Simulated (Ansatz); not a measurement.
**Point defect O vacancy + O vacancy (V_O+V_O) in monoclinic HfO2**

Method: PBE, PAW (plane waves to 420 eV; Ansatz, an electronic-structure program). The supercell holds 96 host sites (2×2×2 repeats of the unit cell), with a 2×2×2 shifted k-point sampling for the final energies. Sites at the start: the O(2,4-fold) site; O(1,3-fold) 2.55 Å away. Charged cells carry a point-charge image correction with potential alignment at far atoms. Dielectric constants: PBE linear response of the host. Host gap at this level: 4.04 eV. These values are not converged in cell size to better than tenths of an eV. The semilocal functional narrows the gap, so deep levels can fall outside it. Spin–orbit coupling is left out, which matters for these heavy elements. Each state is the lowest found from its start.

Formation energies E_f are given with the Fermi level at the valence-band maximum. Chemical conditions: Hf-rich (Δμ(O) = -5.19 eV; only phases computed here count, gases as isolated molecules at 0 K); O-rich (Δμ(O) = 0.00 eV; only phases computed here count, gases as isolated molecules at 0 K). Reference phases: O: O2 molecule in a box.

In at least one state atoms left their starting sites on relaxation (a large move, or an atom on the emptied site), so the name describes the start.

| charge | moment (μB) | point group | largest move off a lattice site (Å) | image correction with alignment (eV) | E_f, Hf-rich (eV) | E_f, O-rich (eV) |
|---|---|---|---|---|---|---|
| +4 | not spin-polarised | C1 | 2.19 | 0.60 | -8.34 | 2.04 |
| +2 | not spin-polarised | C1 | 0.23 | 0.01 | -3.61 | 6.77 |
| +1 | 1.0 | C1 | 0.14 | -0.08 | -1.00 | 9.38 |
| 0 | not spin-polarised | C1 | 0.10 | 0.00 | 2.00 | 12.38 |

Point groups are those of the whole cell at tolerances of 0.03 and 0.1 Å ("near" where only the looser one holds); none is given for unsettled states.

Transition levels above the valence-band maximum: ε(+2/+1) = 2.61 eV; ε(+1/0) = 3.01 eV. With a charge missing or unsettled, these needn't be thermodynamic levels.

Flagged in the runs: a host whose relaxation on this sampling wasn't shown to rest, a strain field that reaches the edge of the cell.

All states together cost around 12 core-hours (rough).
